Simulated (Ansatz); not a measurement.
Functionals compared on the (210) surface of fcc Al in its 1x1 cell, outermost plane spacing 0.90 Å in the ideal cut, in Ansatz (plane waves, PAW). The structure was relaxed with PBE; the other rows are single points on it, each with its references at the same level. Cutoff 420 eV (500 eV for r2SCAN).

Model: 12-atom slab, 9.9 Å thick at the start (thin: gaps and levels are the slab's own), 10x8x1 mesh, Fermi-Dirac 0.1 eV, dipole correction, all atoms relaxed; held to the part of the start's symmetry that mesh and held atoms allow; no spin, no spin-orbit, no U. These notes are the PBE run's.

```json
[
 {"functional": "PBE", "surface energy (J/m²)": "1.01", "work function of the top face (eV)": "4.30", "rough cost of the single point": "–"},
 {"functional": "LDA", "surface energy (J/m²)": "1.20", "work function of the top face (eV)": "4.44", "rough cost of the single point": "very roughly 40 core-seconds"},
 {"functional": "PBEsol", "surface energy (J/m²)": "1.19", "work function of the top face (eV)": "4.34", "rough cost of the single point": "roughly 50 core-seconds"},
 {"functional": "RPBE", "surface energy (J/m²)": "0.91", "work function of the top face (eV)": "4.23", "rough cost of the single point": "roughly 50 core-seconds"},
 {"functional": "r2SCAN", "surface energy (J/m²)": "1.16", "work function of the top face (eV)": "4.39", "rough cost of the single point": "around 110 core-seconds (rough)"}
]
```

Ansatz is an electronic-structure program.
